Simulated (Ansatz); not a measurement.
# A computed series for ZnO: response to strain

Start from ZnO in the wurtzite structure (space group P6_3mc, No. 186; a = 3.2795 Å, c = 5.2937 Å). Axes: x lies along a and z along c of the hexagonal cell.

Strains are applied to the cell and any free atomic positions relax; under biaxial strain the out-of-plane vector relaxes too.

All numbers come from Kohn–Sham DFT with the PBE functional, run in Ansatz (a quantum-chemistry and plane-wave program) with PAW and 420 eV plane waves, scalar-relativistic without spin-orbit coupling.

Notes on the quantities. in-plane stress: mean in-plane stress (compression positive).

```csv
change,volume per atom,in-plane stress
base,12.33 Å³,–
"biaxial strain −3.00 %, plane normal [001], relaxed out of plane",11.91 Å³,+6.6 GPa
"biaxial strain −2.40 %, plane normal [001], relaxed out of plane",?,?
"biaxial strain −1.80 %, plane normal [001], relaxed out of plane",12.08 Å³,+3.9 GPa
"biaxial strain −1.20 %, plane normal [001], relaxed out of plane",12.16 Å³,+2.6 GPa
"biaxial strain −0.60 %, plane normal [001], relaxed out of plane",12.25 Å³,+1.3 GPa
```

Task: Fill in the withheld entries from the trend.

Result: 
- biaxial strain −2.40 %, plane normal [001], relaxed out of plane, volume per atom: 12.00 Å³
- biaxial strain −2.40 %, plane normal [001], relaxed out of plane, in-plane stress: +5.2 GPa

No phonon test of stability was made.
